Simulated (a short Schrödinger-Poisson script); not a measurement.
Structure: MOS inversion layer, SiO2 on p-type InP, at 300 K.

| layer | material | thickness (nm) | Na (cm⁻³) |
|---|---|---|---|
| 1 | SiO2 | 2.3 | - |
| 2 | InP | 740 | 4.2e17 |

The device is made up for the run: typed textbook-type constants, with dimensions and the other settings drawn at random. SiO2: permittivity 3.9, conduction-band edge (eV) 3.48, gap (eV) 9, electron mass (mₑ) 0.5. InP: permittivity 12.5, conduction-band edge (eV) 0, gap (eV) 1.344, Nv at 300 K (cm⁻³) 1.1e19.

Channel valleys (confinement mass, in-plane density-of-states mass, number): Γ 0.08, 0.08, 1. At the gate the conduction-band edge of layer 1 lies 3.85 eV − eVg above the Fermi level of the channel; the field vanishes at the back. Gaps are held at their typed values at every temperature. Mesh 0.03 nm at interfaces.

Solved with a short Schrödinger-Poisson script written for these runs: 1D Poisson equation in equilibrium, electrons classical, Boltzmann, parabolic valleys, classical holes, full ionisation, no traps, pinning or gate leakage.

The same stack at other levels of the model or other numerical settings:

```tsv
run	sheet density of all electrons at Vg = 2.1 V (cm⁻²)	sheet density of all electrons at Vg = 0.9 V (cm⁻²)	capacitance at Vg = 2.1 V (μF/cm²)	centroid of the channel electrons at Vg = 2.1 V (nm)	rough cost against the base
base	1.17e13	1.28e12	1.45	0.36	about 1
electrons treated as classical, Fermi-Dirac	8.26e12	8.17e11	?	1.88	4
electrons treated as quantum, Hartree	7.10e12	2.56e11	1.01	3.01	10
electrons treated as quantum, Hartree plus LDA exchange-correlation	7.30e12	?	1.02	2.95	20
mesh six times as coarse	1.15e13	?	1.43	0.46	0.6
```

Fill in the missing entries.


- electrons treated as quantum, Hartree plus LDA exchange-correlation, sheet density of all electrons at Vg = 0.9 V (cm⁻²): 3.00e11
- electrons treated as classical, Fermi-Dirac, capacitance at Vg = 2.1 V (μF/cm²): 1.08
- mesh six times as coarse, sheet density of all electrons at Vg = 0.9 V (cm⁻²): 1.24e12

The classical rows ignore confinement, and Boltzmann statistics overrate the density once the band edge passes the Fermi level.

Above a few 1e12 electrons/cm² a light Γ valley is non-parabolic and upper valleys begin to fill, which the model leaves out.
